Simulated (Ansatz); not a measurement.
The starting structures come from a database of crystals and need not be the phases stable at ambient conditions.

 Where the default PAW files enter, the runs use the earlier of Ansatz's two default sets.

Tunnelling through a barrier is set by its complex band structure: the current falls as exp(−2κd) with the smallest κ.

Given:

```yaml
crystal:
  lattice:
    - [8.86127, 0.00000, 0.00000]
    - [4.01468, 7.89966, 0.00000]
    - [4.43064, 2.71829, 1.82967]
  atoms:
    - { symbol: Hf, position: [0.00000, 0.00000, 0.00000] }
    - { symbol: Hf, position: [0.25000, 0.75000, 0.50000] }
    - { symbol: Si, position: [0.75000, 0.25000, 0.50000] }
    - { symbol: Si, position: [0.50000, 0.50000, 0.00000] }
    - { symbol: O, position: [0.86591, 0.68080, 0.26818] }
    - { symbol: O, position: [0.93080, 0.24569, 0.50862] }
    - { symbol: O, position: [0.49569, 0.68080, 0.00862] }
    - { symbol: O, position: [0.93080, 0.61591, 0.76818] }
    - { symbol: O, position: [0.38409, 0.06920, 0.23182] }
    - { symbol: O, position: [0.31920, 0.13409, 0.73182] }
    - { symbol: O, position: [0.75431, 0.06920, 0.49138] }
    - { symbol: O, position: [0.31920, 0.50431, 0.99138] }
```

Space group of this cell: I4_1/amd. The cell is taken as given; by r2SCAN its mean pressure is 2.1 GPa.

Transport runs along the normal of the first two printed cell vectors, the (111) plane of the conventional cell.

No gap correction and no spin-orbit coupling; mid-gap values are interpolated between computed energies.

Question: Estimate the band gap and the smallest decay constant κ at mid-gap that r2SCAN in Ansatz (an electronic-structure program) returns for this system.

Answer: Gap 6.08 eV on a 16×16×16 mesh; κ = 0.452 1/Å, at the zone centre.
